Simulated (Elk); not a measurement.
A self-consistent single point of TcN (F-43m, 2 atoms in the cell) with Elk.

Method of the run: PBEsol, spin-orbit coupling in second variation, all-electron FP-LAPW, Elk's shipped species files, APW+lo basis with extra local orbitals (Elk).

```yaml
crystal:
  lattice:
    - [0.00000, 2.29540, 2.29540]
    - [2.29540, 0.00000, 2.29540]
    - [2.29540, 2.29540, 0.00000]
  atoms:
    - { symbol: Tc, position: [0.00000, 0.00000, 0.00000] }
    - { symbol: N, position: [0.75000, 0.75000, 0.75000] }
```

Reference input (self-consistent single point, DFT, PBEsol, all-electron FP-LAPW, Elk's shipped species files, APW+lo basis with extra local orbitals): xctype = 22; rgkmax = 8; stype = 0; swidth = 0.00999582 Ha; ngridk = 8 8 8; gmaxvr = 16 1/bohr; nxlo = 2; lorbcnd = true; rmtscf = 0.8; lmaxi = 3. This run's input differs from it in these lines:

```diff
@@ -5,2 +5,5 @@
   22
+
+spinorb
+  .true.
 
@@ -23,2 +26,5 @@
   3
+
+nempty
+  10
```

Output, abridged:

```
│ Self-consistent loop started │
│ Loop number : 1 │
 total energy                :     -4331.43018896
 total moment                :  -0.5370397519E-19 -0.3438802811E-19 -0.1346862296E-19
│ Loop number : 2 │
 total energy                :     -4331.94681308
 total moment                :   0.3513112347E-19 -0.1446032825E-18 -0.4432017748E-20
RMS change in Kohn-Sham potential (target) :    1.040076768     (  0.1000000000E-05)
Absolute change in total energy (target)   :   0.5166241204     (  0.1000000000E-03)
│ Loop number : 3 │
 total energy                :     -4331.72764455
   [... lines left out ...]
 total energy                :     -4339.06436619
 total moment                :  -0.4441198040E-19 -0.8339245128E-19 -0.4927470905E-20
RMS change in Kohn-Sham potential (target) :   0.1082659722E-05 (  0.1000000000E-05)
Absolute change in total energy (target)   :   0.3113184403E-03 (  0.1000000000E-03)
│ Loop number : 16 │
 total energy                :     -4339.06436718
 total moment                :  -0.6607908873E-19 -0.4826698752E-19  0.1466604094E-20
RMS change in Kohn-Sham potential (target) :   0.6020484420E-06 (  0.1000000000E-05)
Absolute change in total energy (target)   :   0.7882129648E-04 (  0.1000000000E-03)
Convergence targets achieved

│ Loop number : 17 │

Energies :
 Fermi                       :     0.458460945217
 xc effective B-field        :    -0.469071255298E-10
 external B-field            :     -0.00000000000
 total energy                :     -4339.06435515
 (external B-field energy excluded from total)

Density of states at Fermi energy :    39.53448068
 (states/Hartree/unit cell)

Estimated indirect band gap :   0.2230904064E-02
 from k-point     12 to k-point     28
Estimated direct band gap   :   0.2877670645E-02
 at k-point     28

Charges :
 core                        :    30.00000000
 valence                     :    20.00000000
 interstitial                :    4.512980950
 muffin-tins (core leakage)
  species :    1 (Tc)
   atom    1                 :    40.08306406     (  0.8488158930E-05)
  species :    2 (N)
   [... lines left out ...]
 muffin-tins
  species :    1 (Tc)
   atom    1                 :   0.2526150241E-20  0.5876482337E-20 -0.1997739792E-20
  species :    2 (N)
   atom    1                 :  -0.7875016572E-20 -0.1456835765E-19 -0.1204157686E-20
 total in muffin-tins        :  -0.5348866331E-20 -0.8691875312E-20 -0.3201897478E-20
 total moment                :  -0.6088670106E-19 -0.4734684083E-19 -0.3751690308E-19

│ Self-consistent loop stopped │
```

The run converged in 17 iterations. The count includes the last loop, which Elk runs after its targets are met. 

The starting cell comes from a database of computed structures (which also holds hypothetical and non-ambient phases and stackings), without a prior relaxation at this level. Values depend on the basis (sphere radii, cutoffs, local orbitals), which need not be converged. The log's line on a gap gives a spacing of levels on this mesh, which the program prints for metals too.

Cost on one core of a shared machine: roughly 50 s.
